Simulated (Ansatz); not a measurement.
The parent structure is Ta in the bcc (W type) structure (space group Im-3m, No. 229; a = 3.3061 Å; relaxed with 0.1 eV smearing). Axes: x, y, z lie along the cube axes.

All numbers come from r2SCAN (Ansatz, a program for electronic structure, PAW, spin-orbit coupling left out).

For the base:

```
Item                Value
---------------  --------
Pressure          0.0 GPa
Volume per atom  18.07 Å³
```

It is then changed as follows: tensile biaxial strain of 1.00 % in the plane normal to [001], as in epitaxy on a mismatched substrate; the out-of-plane cell vector and the atoms relax.

**Question.** What happens to the pressure, energy relative to the base and volume per atom?

**Answer.** The pressure (mean of the normal stresses, compression positive) goes from zero to -1.5 GPa; the energy goes up by 2.6 meV/atom; the volume per atom increases by 0.14 Å³, from 18.07 Å³ to 18.21 Å³.

No phonon test of stability was made. The final runs are not spin-polarised.
